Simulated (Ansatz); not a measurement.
A computed series for CoSi: pressure series

The parent structure is CoSi (space group P2_13, No. 198; a = 4.4311 Å; non-magnetic).

Cell and atoms are relaxed at each pressure.

All numbers come from plane-wave PAW DFT at the PBE level (Ansatz, a quantum-chemistry and plane-wave program, 420 eV), spin-orbit coupling left out, earlier PAW set.

```json
[
 {"pressure (GPa)": "-2", "volume per atom (Å³/atom)": "10.977"},
 {"pressure (GPa)": "-1", "volume per atom (Å³/atom)": "?"},
 {"pressure (GPa)": "0", "volume per atom (Å³/atom)": "10.875"},
 {"pressure (GPa)": "1.8", "volume per atom (Å³/atom)": "10.788"},
 {"pressure (GPa)": "4.2", "volume per atom (Å³/atom)": "10.678"},
 {"pressure (GPa)": "9", "volume per atom (Å³/atom)": "10.475"},
 {"pressure (GPa)": "18", "volume per atom (Å³/atom)": "10.144"},
 {"pressure (GPa)": "45", "volume per atom (Å³/atom)": "9.399"},
 {"pressure (GPa)": "60", "volume per atom (Å³/atom)": "9.084"}
]
```

Problem. Fit the third-order Birch–Murnaghan form P(V) = (3B₀/2)[(V₀/V)^(7/3) − (V₀/V)^(5/3)]·[1 + (3/4)(B₀′ − 4)((V₀/V)^(2/3) − 1)] (squares taken in P) to the rows shown and predict the withheld row.

Solution. Least squares on the printed values gives V₀ = 10.875 Å³/atom, B₀ = 221 GPa, B₀′ = 4.6; this predicts 10.925 Å³/atom, and the run gives 10.925 Å³/atom, in agreement.

Load acts through the strain it causes; cell and atoms are relaxed under it. Stability against distortions was not tested. No other phases were tried under pressure. Seeded moments were not kept for the base. All final runs are without spin polarisation.
